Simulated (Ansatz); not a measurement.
Checking a run of Ansatz (a quantum-chemistry and plane-wave program) on HfSi (I4_1md, 4 atoms in the cell). The aim is a self-consistent single point with DFT, PBE, plane waves, default PAW files.

Cell that was meant: a = 6.4427 Å, b = 6.4427 Å, c = 6.4427 Å, α = 148.37°, β = 148.37°, γ = 45.34°.

Part of the input:

Ansatz 0.2 input:
```yaml
    - { symbol: Hf, position_ang: [0.00000000, 1.75597900, 0.00000000] }
    - { symbol: Si, position_ang: [0.00000000, -0.00000000, 1.97369983] }
    - { symbol: Si, position_ang: [0.00000000, 1.75597900, 4.94613933] }
basis:
  ecutwfc: 65.0
kpoints:
  mp_grid:
    grid: [11, 11, 11]
```

Output (repeated stretches shortened):

```
   [... lines left out ...]
Symmetry: 8 space group operations
Space group: I41md (ITA 109), of the structure as read, at distance tolerance 4.2e-5 Å
k-points: 126 of 1331 (time reversal used)
Initial density: superposition of atomic densities (neutral atoms: chi_scale 0, normalization atom), corrected by the library's trained network
Initial wavefunctions: pseudopotential atomic-orbital guess
Eigensolver: davidson
Functional: x = pbe(κ = 0.804, μ = 0.2195149727645171), c = pbe(β = 0.06672455060314922)
SCF iter   1: F=—  HF=-31956.635312 eV  |F-HF|=—  |Δ(HF+E_count)|=         —  Δρ=2.22e0  dr2=3.42e3  ethr=1.77e-3  ⟨swp⟩=1.0  Hψ=22082  notcnv=0
all-band conjugate gradients solve this SCF's bands
automatic band count: the SCF goes on with 42 bands, as 36 were too few: the levels above may hold too much charge
preconditioner: auto → LDOS
   [... lines left out ...]
SCF iter   7: F=—  HF=-29066.120265 eV  |F-HF|=—  |Δ(HF+E_count)|=   3.65e-3  Δρ=2.09e-4  dr2=3.87e-5  ethr=1.27e-5  ⟨swp⟩=2.0  Hψ=5556  notcnv=0  defer=583
SCF iter   8: F=—  HF=-29065.911531 eV  |F-HF|=—  |Δ(HF+E_count)|=   2.09e-1  Δρ=4.57e-5  dr2=1.61e-6  ethr=6.45e-8  ⟨swp⟩=2.1  Hψ=8952  notcnv=0  defer=583
SCF iter   9: F=-29065.911530 eV  HF=-29065.911530 eV  |F-HF|=7.81e-8  |Δ(HF+E_count)|=   8.68e-7  Δρ=9.92e-6  dr2=9.17e-8  ethr=1.67e-10  ⟨swp⟩=10.5  Hψ=24279  notcnv=0
SCF 1 converged in 9 iterations: F = -29065.911530 eV  dr2 = 9.17e-8
Free energy (F): -29065.911530 eV
Internal energy: -29065.896410 eV  (E = F + TS)
E sigma→0 (E₀):  -29065.903970 eV
Entropy (-TS):   -0.015120 eV (-3.780 meV/atom)
Fermi energy:    14.782127 eV
--- Forces (eV/Å), atoms counted from 1 ---
  atom   1  Hf    -0.00000000     0.00000000    -0.45058145
  atom   2  Hf     0.00000000    -0.00000000    -0.45058145
  atom   3  Si    -0.00000000     0.00000000     0.45982371
  atom   4  Si     0.00000000     0.00000000     0.45982371
--- Stress (GPa, compression-positive) ---
     -248.656344       0.000000       0.000000
        0.000000    -248.656344      -0.000000
        0.000000       0.000000    -877.553040
  P = ⅓ Tr σ = -458.2886 GPa (-4582.886 kbar)
  The stress holds the Pulay correction. Without it, at fixed plane waves, as pw.x and ABINIT print it: P = -15614.2230 GPa
```

Q: Is anything amiss in this input, and did it matter?

A: The run is not sound. The fault is a basis or grid far too coarse for these potentials. Far below the cutoff that the potentials were made for, the basis cannot represent the orbitals near the nuclei, and energies, forces and above all the stress go wrong. To fix it, restore the cutoff that the potentials need and check convergence. The run converged in 9 iterations without an error; against the sound input the free energy goes up by 912 eV/atom, the pressure goes from 10.20 to -458.3 GPa and the largest force goes from 0.176 to 0.460 eV/Å. At a fixed set of plane waves, without the program's Pulay estimate, the pressure is -15614.22 GPa against 10.16 GPa.

The sound input it was made from differs as follows (other fixes are possible):
```diff
-basis:
-  ecutwfc: 65.0
```

With that input, the run converged in 7 iterations: free energy E − TS (on the zero of these files) -32715.0208 eV; Fermi level (on the code's own zero) 15.52 eV; pressure 10.20 GPa; largest force (vector length) 0.176 eV/Å (DFT, PBE, plane waves, default PAW files).

On the sound input: the starting cell was generated: these elements placed on a structure prototype, without a prior relaxation; it need not be a known phase or ordering of this composition. Its lattice was rescaled by a random factor within 2.5 % of one. Spin-orbit coupling is off. With a pressure of about 10 GPa the cell is away from its equilibrium volume at this level. Ansatz's pressure includes its estimate of the finite-basis (Pulay) stress.
